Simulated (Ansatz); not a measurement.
**tetragonal WSi2 (0 0 1) on zinc-blende InSb (0 0 1) (film strained to the substrate, started from cuts of the bulks and a machine-learned relaxation; slabs In4Sb4 and W8Si16, which can lie off the formulas)**

A periodic stack without vacuum, tetragonal WSi2 (0 0 1) on zinc-blende InSb (0 0 1) (film strained to the substrate, started from cuts of the bulks and a machine-learned relaxation; slabs In4Sb4 and W8Si16, which can lie off the formulas): substrate slab In4Sb4, film W8Si16, surface cells [[1, 0], [1, 1]] and [[-1, 1], [-1, -1]], film strained by +2.8 and +2.8 %, outermost planes Sb/In and Si/Si as cut, which need not be the usual terminations and can put a slab off its formula.

The start was prepared with a machine-learned potential, and the result is one local minimum, with the in-plane cell held and forces under 0.04 eV/Å; the film can end far from its bulk form.

These are PBE (plane waves to 420 eV, PAW; Ansatz, a program for electronic structure) values and carry that method's errors. Scalar-relativistic, without spin–orbit coupling; the runs are not spin-polarised. Its k-point mesh 7×7×1, Fermi–Dirac width 0.05 eV.

- interface area = 22.0 Å²
- period = 30.35 Å
- heights between the nearest atoms of the two slabs at the two interfaces = 2.20 and 2.10 Å
- In–Si contacts across the interfaces within 1.22 times the sum of covalent radii = 2, mean 2.71 Å
- Sb–Si contacts across the interfaces within 1.22 times the sum of covalent radii = 2, mean 2.68 Å
- Sb–W contacts across the interfaces within 1.22 times the sum of covalent radii = 1, mean 3.58 Å

```yaml
crystal:
  lattice:
    - [4.69341, 0.00001, -0.01288]
    - [0.00001, 4.69342, 0.00618]
    - [-2.03883, -0.35107, 30.35970]
  atoms:
    - { symbol: In, position: [0.06881, 0.02474, 0.20144] }
    - { symbol: In, position: [0.51826, 0.50326, 0.09113] }
    - { symbol: In, position: [0.16993, 0.03885, 0.42259] }
    - { symbol: In, position: [0.61978, 0.53064, 0.31084] }
    - { symbol: Sb, position: [0.04326, 0.52047, 0.14632] }
    - { symbol: Sb, position: [0.50173, 0.99875, 0.03172] }
    - { symbol: Sb, position: [0.14460, 0.53491, 0.36583] }
    - { symbol: Sb, position: [0.59378, 0.02686, 0.25600] }
    - { symbol: W, position: [0.52910, 0.80517, 0.66495] }
    - { symbol: W, position: [0.02888, 0.30531, 0.66489] }
    - { symbol: Si, position: [0.54798, 0.30850, 0.70699] }
    - { symbol: Si, position: [0.04791, 0.80751, 0.70699] }
    - { symbol: Si, position: [0.45605, 0.82064, 0.49514] }
    - { symbol: Si, position: [0.94848, 0.26759, 0.49512] }
    - { symbol: W, position: [0.47094, 0.30387, 0.53753] }
    - { symbol: W, position: [0.97183, 0.79027, 0.53750] }
    - { symbol: Si, position: [0.49044, 0.80473, 0.57897] }
    - { symbol: Si, position: [0.98986, 0.29464, 0.57896] }
    - { symbol: Si, position: [0.50956, 0.30451, 0.62188] }
    - { symbol: Si, position: [0.00940, 0.80033, 0.62188] }
    - { symbol: W, position: [0.64487, 0.81651, 0.92077] }
    - { symbol: W, position: [0.14562, 0.32915, 0.92137] }
    - { symbol: Si, position: [0.66211, 0.30723, 0.96245] }
    - { symbol: Si, position: [0.16248, 0.84580, 0.96235] }
    - { symbol: Si, position: [0.56807, 0.81063, 0.75116] }
    - { symbol: Si, position: [0.06788, 0.31119, 0.75116] }
    - { symbol: W, position: [0.58694, 0.31377, 0.79348] }
    - { symbol: W, position: [0.08744, 0.81332, 0.79349] }
    - { symbol: Si, position: [0.60707, 0.81445, 0.83626] }
    - { symbol: Si, position: [0.10613, 0.31862, 0.83632] }
    - { symbol: Si, position: [0.62588, 0.31427, 0.87897] }
    - { symbol: Si, position: [0.12626, 0.82378, 0.87873] }
```
